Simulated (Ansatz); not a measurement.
# Response to strain in HfO2

The reference is HfO2 (space group P4_2/nmc, No. 137).

```
HfO2
1.0
    3.56707     0.00000     0.00000
    0.00000     3.56707     0.00000
    0.00000     0.00000     5.16596
Hf O
2 4
Direct
  0.00000   0.00000   0.00000
  0.50000   0.50000   0.50000
  0.00000   0.50000   0.20010
  0.00000   0.50000   0.70010
  0.50000   0.00000   0.29990
  0.50000   0.00000   0.79990
```

Cartesian axes are those of the cell as printed.

Strains are applied to the cell and any free atomic positions relax; under stress the whole cell relaxes.

Computed with PBEsol (Ansatz, a first-principles code), no SOC.

Notes on the quantities. energy relative to the base: free energy F.

```tsv
case	energy relative to the base	volume per atom	smallest direct gap	band gap	electron mass
base	0 meV/atom	10.96 Å³	4.65 eV	4.57 eV	0.96 mₑ along c, 0.78 mₑ across (at Γ)
isotropic strain −0.48 %	+1.5 meV/atom	10.80 Å³	4.66 eV	4.54 eV	1.00 mₑ along c, 0.78 mₑ across (at Γ)
uniaxial strain ε_yy = −1.25 %	+2.1 meV/atom	10.82 Å³	4.63 eV	4.55 eV	0.81 mₑ along x, 0.77 mₑ along y, 1.0 mₑ along z (at Γ)
uniaxial stress, 2 GPa compression along z	+0.4 meV/atom	10.90 Å³	4.63 eV	4.55 eV	0.99 mₑ along z, 0.79 mₑ across (at Γ)
```

With Hf present, leaving out spin-orbit coupling can change the band edges. Masses are band curvatures over ±0.01 Å⁻¹ around the edge. Beyond what the load breaks, stability against distortions was not tested. This is not the structure that HfO2 has at room temperature and ambient pressure.
